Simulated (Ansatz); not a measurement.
**N on the 1x1 (111) surface of fcc Cu, one in a 2x1 cell, started at the site 'hollow Cu-Cu-Cu over Cu at depth 2.1 Å'**

All values below come from PBE (plane waves to 420 eV, PAW; Ansatz, an electronic-structure program).

Model: 9-atom slab, 6.2 Å thick at the start under the adsorbate (thin: gaps and levels are the slab's own), 6x12x1 mesh, Fermi-Dirac 0.1 eV, dipole correction, 4 atoms held, the rest relaxed; start symmetry kept, larger cells not searched; spin-polarised, no spin-orbit, no U, no dispersion correction. The starting moment vanished. At the end it is bonded to 3 Cu. In PBE this state lies 0.09 eV over the lowest of the starts that converged ('hollow Cu-Cu-Cu over Cu at depth 4.1 Å').

| Property | Value |
|---|---|
| adsorption energy against ½ N2(g) | 2.16 eV |
| work function of the top face | 6.63 eV |
| change of the work function | 1.86 eV |
| change of the step from the bottom to the top vacuum level, against the clean slab | 1.77 eV |
| energy released by relaxation | 0.66 eV |
| height of the binding atom over the mean of the host atoms within 0.3 Å of the top one | 1.042 Å |
| magnetic moment of the cell | 0.00 μB |
| nearest host atoms of the binding atom | Cu at 1.82 Å, Cu at 1.85 Å, Cu at 3.20 Å |
| largest move of a host atom | 0.22 Å |
| cost | very roughly 13 core-minutes |

A negative adsorption energy means that the adsorbate is more stable on the surface than in its reference.
